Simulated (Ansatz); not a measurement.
Results of PBE0-D3(BJ) (plane waves, PAW; Ansatz, a program for electronic structure) for CsCl-type FeAl.

Numerical settings: plane-wave cutoff 460 eV, 10×10×10 k mesh, Fermi–Dirac smearing 0.05 eV, no spin polarisation, scalar-relativistic PAW data made under PBE.

Cell (relaxed at this level):

```
AlFe
1.0
    2.80598     0.00000     0.00000
    0.00000     2.80598     0.00000
    0.00000     0.00000     2.80598
Al Fe
1 1
Direct
  0.50000   0.50000   0.50000
  0.00000   0.00000   0.00000
```

Task: Estimate the bulk modulus and pressure derivative B′ of the bulk modulus that the calculation returns.

Result: 
- bulk modulus = 215 GPa
- pressure derivative B′ of the bulk modulus = 4.1

Measured, for comparison: bulk modulus 152 GPa (room temperature, not corrected to a static lattice; as tabulated in Yamada et al. (2019), arXiv:1910.09660). Computed (rounded) less measured: bulk modulus +41 %.

Note: the run has no spin polarisation, so it can have missed a magnetic state.

Computed values are for the static lattice.

The result took roughly 21 core-minutes.
